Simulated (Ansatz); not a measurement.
Start from TiSe₂ in the CdI2 type structure (space group P-3m1, No. 164; a = 3.4810 Å, c = 5.8719 Å; layered, stacked along the Cartesian z axis).

Calculations: DFT with PBE-D3(BJ), PAW potentials and a 420 eV plane-wave cutoff in Ansatz (a program for electronic structure), no spin-orbit coupling.

One change was made to it. Results:

The c/a ratio decreases by 0.0294 to 1.657; the lattice parameter a decreases by 13.4 pm, from 348.1 pm to 334.7 pm.

Problem. Which change produced these results?
A) pressure 9 GPa
B) pressure −2 GPa
C) pressure 45 GPa
D) pressure 30 GPa

Solution. A, pressure 9 GPa. For comparison, the lattice parameter a in the other runs: pressure −2 GPa gives 352.1 pm; pressure 30 GPa gives 315.3 pm; pressure 45 GPa gives 305.8 pm.

Load acts through the strain it causes; cell and atoms are relaxed under it. Stability against distortions was not tested. Competing high-pressure phases were not computed. All final runs are without spin polarisation.
